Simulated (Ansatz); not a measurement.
Here is the system:

End structure of a constructed model of the (111) surface of fcc Pt, a layer of Ga in place of the third plane (bottom of the slab: a bare face, its two planes held):

```yaml
crystal:
  lattice:
    - [2.80721, 0.00000, 0.00000]
    - [-1.40361, 2.43112, 0.00000]
    - [0.00000, 0.00000, 27.50000]
  atoms:
    - { symbol: Pt, position: [0.33333, 0.66667, 0.29468] }
    - { symbol: Pt, position: [0.66667, 0.33333, 0.37803] }
    - { symbol: Pt, position: [0.00000, 0.00000, 0.46423] }
    - { symbol: Ga, position: [0.33333, 0.66667, 0.53837] }
    - { symbol: Pt, position: [0.66667, 0.33333, 0.61135] }
    - { symbol: Pt, position: [0.00000, 0.00000, 0.69844] }
```

Model: 6-atom slab, 11.3 Å thick at the start, 15x15x1 mesh, Fermi-Dirac 0.1 eV, dipole correction, 2 atoms held, the rest relaxed; held to the start's symmetry, so lower structures may exist; no spin, no spin-orbit, no U. In PBE it lies 0.11 eV a 1x1 cell over the lowest computed structure of the same composition (a layer of Ga in place of the second plane).

Problem. What is the computed work function of the top face (PBE (Ansatz, an electronic-structure program))?

Solution. 5.90 eV
